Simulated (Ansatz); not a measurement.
Consider GaCuSe₂ in the chalcopyrite structure (space group I-42d, No. 122; a = 5.6718 Å, c = 11.2626 Å).

All numbers come from PBE (Ansatz, a program for electronic structure, PAW, no SOC).

For the base:

| Quantity | Result |
|---|---|
| Band gap | zero |

Modification: cell and atoms relaxed at a pressure of 9 GPa.

Task: What does the calculation give for the band gap after the change?

Result: The band gap changes from zero to 0.48 eV.

Task: How does this affect the hole mass?

Result: The hole mass comes out as 0.062 mₑ along c, 0.55 mₑ across (at Γ).

Task: How does this affect the valence-band top at Γ?

Result: The valence-band top at Γ (three highest levels, from the VBM) is 0.00, -0.10, -0.10 eV.

Load acts through the strain it causes; cell and atoms are relaxed under it. Effective masses come from finite differences of ±0.01 Å⁻¹. No phonon test of stability was made. No other phases were tried under pressure. The final runs are not spin-polarised. A zero or small gap of GaCuSe2 can be the functional's error rather than a property of the material.
